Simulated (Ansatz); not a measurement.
Amorphous Ga24O37Li2, 63 atoms at 4.91 g/cm³, one PBE-relaxed geometry, zone centre. Methods: PBE, scalar-relativistic without spin-orbit coupling (Ansatz, a first-principles code); r2SCAN, scalar-relativistic without spin-orbit coupling (Ansatz); HSE06, scalar-relativistic without spin-orbit coupling (Ansatz). Plane waves to 420 eV (r2SCAN 500 eV); exact exchange is cut at the cell's faces. At PBE the levels at the filled edge of the gap are localised (band-tail or defect states), and the nearest spread-out levels lie 2.1 eV apart at the zone centre. All rungs ran without spin polarisation.

A CHGNet melt-quench gave the starting glass, which DFT then relaxed. O atoms were pushed apart under 1.9 Å during the dynamics, to hinder bonds among them. The hot cell started wider than the set density and was brought back towards it in steps. It is the lowest in DFT energy of 2 quenches. It is a model cell: composition and starting density were chosen by hand, and all elements were melted together. No dispersion term was used. Its density started from a set value of 4.91 and ended at 4.91 g/cm³. The quench (nominally 280 K/ps over its main leg) was far faster than any real one, so the model tends to hold more defects than a real film. Values belong to this one cell and scatter from quench to quench. The volume was held where the preparation left it and the shape relaxed, at a PBE pressure of 0.5 GPa. Stress components on the final sampling reach 0.5 GPa.

The relaxation ran on the zone centre alone. At PBE the level gap is 1.33 eV on a 2×2×2 Γ-centred mesh, and the spacing at the zone centre alone 1.32 eV.

What zone-centre spacing does r2SCAN give, roughly?

1.83 eV (+0.52 eV against PBE).

What zone-centre spacing does HSE06 give, roughly?

3.01 eV (+1.69 eV against PBE).

The highest filled and the lowest empty state spread over these numbers of atoms (participation numbers): PBE: 2.4 and 54.6; r2SCAN: 2.3 and 53.2; HSE06: 2.4 and 53.2.
